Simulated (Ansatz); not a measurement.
A computed series for AlAs: response to strain

The parent structure is AlAs in the wurtzite structure (space group P6_3mc, No. 186; a = 4.003 Å, c = 6.581 Å; a model cell, its experimental status unchecked). Axes: x lies along a and z along c of the hexagonal cell.

Strains are applied to the cell and any free atomic positions relax; under biaxial strain the out-of-plane vector relaxes too.

All numbers come from DFT with PBEsol, PAW potentials and a 420 eV plane-wave cutoff in Ansatz (a first-principles code), spin-orbit coupling left out.

| variant | smallest direct gap | band gap | volume per atom |
|---|---|---|---|
| base | 1.72 eV | 1.64 eV | 22.84 Å³ |
| biaxial strain −0.34 %, plane normal [001], relaxed out of plane | 1.77 eV | 1.61 eV | 22.72 Å³ |
| biaxial strain −0.29 %, plane normal [001], relaxed out of plane | 1.76 eV | 1.62 eV | 22.74 Å³ |
| isotropic strain −2.24 % | 1.94 eV | 1.62 eV | 21.34 Å³ |
| isotropic strain −1.50 % | 1.86 eV | 1.63 eV | 21.82 Å³ |
| isotropic strain −0.77 % | 1.79 eV | 1.65 eV | 22.31 Å³ |
| isotropic strain +3.41 % | – | 1.17 eV | 25.25 Å³ |
| uniaxial strain ε_xx = +1.29 % | 1.59 eV | 1.53 eV | 23.13 Å³ |
| uniaxial strain ε_zz = −0.24 % | 1.71 eV | 1.65 eV | 22.78 Å³ |
| uniaxial strain ε_zz = +0.31 % | 1.73 eV | 1.62 eV | 22.91 Å³ |

Stability against distortions was not tested. This is not the structure that AlAs has at room temperature and ambient pressure.
